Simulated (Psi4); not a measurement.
Psi4 1.11, BP86/def2-svp: Sn(H)2(Cl)(Me) ([CH3][SnH2][Cl]), 8 atoms. The geometry is a generated start, not checked to be a minimum at this level.

```json
{
 "task": "energy",
 "method": "bp86",
 "basis": "def2-svp",
 "memory": "3 GB",
 "maxiter": "100",
 "keys_of_the_molecule_block": "symmetry c1",
 "scf_type": "df (default)",
 "guess": "auto, which took SAD (default)",
 "scf_initial_accelerator": "adiis (default)",
 "e_convergence": "1e-06 (default)",
 "d_convergence": "1e-06 (default)",
 "dft_radial_points": "75 (default)",
 "dft_spherical_points": "302 (default)",
 "effective_core_potentials": "those of the basis set, past Kr",
 "basis_functions": "83",
 "grid_points": "172582"
}
```

```xyz
8

Sn     0.9161    -0.3017     0.0262
C     -1.1962     0.1793     0.0446
Cl     2.0106     1.5552    -0.7699
H      1.3411    -1.5958    -0.9873
H      1.5731    -0.6370     1.5553
H     -1.3737     0.9847     0.7492
H     -1.7795    -0.6862     0.3308
H     -1.4917     0.5014    -0.9487
```

One run each on 2 threads. Values of diis_max_vecs tried: 3, 6, 10 (default), 20.

Which value of diis_max_vecs needs the fewest SCF iterations, and what happens away from it?

Fewest SCF iterations, within one of each other: 6 with 9, 10 (default) with 9, 20 with 9. The count rises to 14 at 3. All converge to one solution.

```tsv
diis_max_vecs	SCF iterations	end
3	14	same solution
6	9	same solution
10 (default)	9	same solution
20	9	same solution
```
